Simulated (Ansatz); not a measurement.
TiAl3: x(Cr) = 0.5, 8 atoms, P4/mmm

Base system: TiAl₃ (space group I4/mmm, No. 139; a = 3.816 Å, c = 8.551 Å).

The other end (x = 1) is Al3Cr (space group I4/mmm, No. 139; ferromagnetic; a model cell, its experimental status unchecked): 13.99 Å³/atom, gap zero; this end may not be an ambient phase.

Perturbation: a fraction x = 0.5 of the Ti sites is given to Cr, ordered in a cell of 8 atoms (starting symmetry P4/mmm) and fully relaxed.

Method: PBEsol/PAW in Ansatz (a first-principles code), no SOC. k-mesh 12×12×6 (Γ-centred); smearing 0.05 eV (Fermi–Dirac), for the changed cell.

The volume per atom shrinks by 0.75 Å³ (15.57 Å³ → 14.82 Å³) and the density increases by 0.23 g/cm³ (3.44 g/cm³ → 3.67 g/cm³). The shortest interatomic distance shrinks by 0.0216 Å (2.698 Å → 2.677 Å) and the band gap remains zero. The magnetic state changes from not spin-polarised to ferromagnetic and the mixing energy is 0.00 eV/atom (to 0.01 eV only: unlike meshes or grids) (against an end that may be hypothetical). The deviation of the volume from the linear (Vegard-type) interpolation amounts to +0.3 %.

The magnetic state is the one reached from the starting moments; the real material's order can differ, and small cells can't hold many antiferromagnetic ones. Each cell is one ordered arrangement of few atoms, which overstates ordering effects compared with a random alloy. Stability against distortions was not tested. Spin-polarised in the final run: TiAl6Cr and Al3Cr; the other runs are not.
